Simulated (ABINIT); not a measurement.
# Pressure against volume in wurtzite BN (space group 186) (ABINIT, PBE)

```
BN
1.0
    2.50466     0.00000     0.00000
   -1.25233     2.16910     0.00000
    0.00000     0.00000     4.14496
B N
2 2
Cartesian
  0.00000   1.44607   0.00000
  1.25233   0.72303   2.07248
  0.00000   1.44607   1.55436
  1.25233   0.72303   3.62684
```

Level of theory: PBE, norm-conserving pseudopotentials (PseudoDojo nc-sr-05 PBE standard) (plane waves; ABINIT). Settings: pseudos = [B.upf, N.upf]; ecut = 110 Ry; occopt = 3; tsmear = 0.00036749 Ha; ngkpt = 15 15 8; nshiftk = 1; shiftk = 0 0 0; potentials = PseudoDojo nc-sr-05 PBE standard; nband = 13; kptopt = 1; nstep = 80; tolvrs = 1e-10. The cell above is the first row's. The rows scale it uniformly. In all rows fractional positions and the k mesh are held.

| V (Å^3/atom) | P (GPa) |
|---|---|
| 5.630 | 23.76 |
| 5.752 | 14.31 |
| 5.875 | 5.73 |
| 5.997 | -2.07 |
| 6.119 | -9.14 |
| 6.242 | -15.57 |
| 6.364 | -21.41 |
| 6.486 | -26.72 |
| 6.609 | ? |

**Question.** Using a cubic, estimate the missing P at V = 6.609 from the other rows, showing the fit.

**Answer.** With u = V - 6.06, the rows have u = -0.43000, -0.30800, -0.18500, -0.06300, 0.05900, 0.18200, 0.30400, 0.42600. Least squares gives P = -5.797 - 57.717·u + 22.876·u² - 6.311·u³. Residuals (row less fit): 0.007, -0.024, 0.026, -0.002, -0.016, 0.012, -0.004, 0.001; standard error 0.021 (degrees of freedom: 4). The fitted pressure is zero at V0 = 5.963, where dP/dV = -62.32, so B0 = -V0·dP/dV = 372 GPa. At the withheld row, u = 0.54900, so P = -5.797 - 57.717 × 0.54900 + 22.876 × 0.54900² - 6.311 × 0.54900³ = -31.633 GPa. The calculation gives -31.53 GPa, 0.103 GPa above the prediction (0.2 % of the range of P in the table). The row lies outside the fitted rows, so this is an extrapolation. From the scatter of the fitted rows alone, a prediction at this place has a standard error of 0.056 GPa, so the miss is 1.8 times that.

Carrying the step between the two nearest rows on in a straight line would have given -32.07, off by 0.54; series whose last step already gives the withheld value aren't shown. The scan was laid around a cell of about the measured size, scaled by a guess for this functional; axis ratios and inner coordinates come from that cell. This is a metastable polymorph. The runs keep the symmetry of the cell, so they don't test it for distortions. The shape of the cell and the inner coordinates aren't relaxed, so V0 and B0 belong to this uniform scaling; a relaxed crystal lies no higher in energy and is usually softer (forces reach 0.09 eV/Å in these rows). Cutoffs and mesh are single choices, not tested for convergence of this quantity. Series with a scatter that would blur these digits, or in which a gap closes, are not shown.
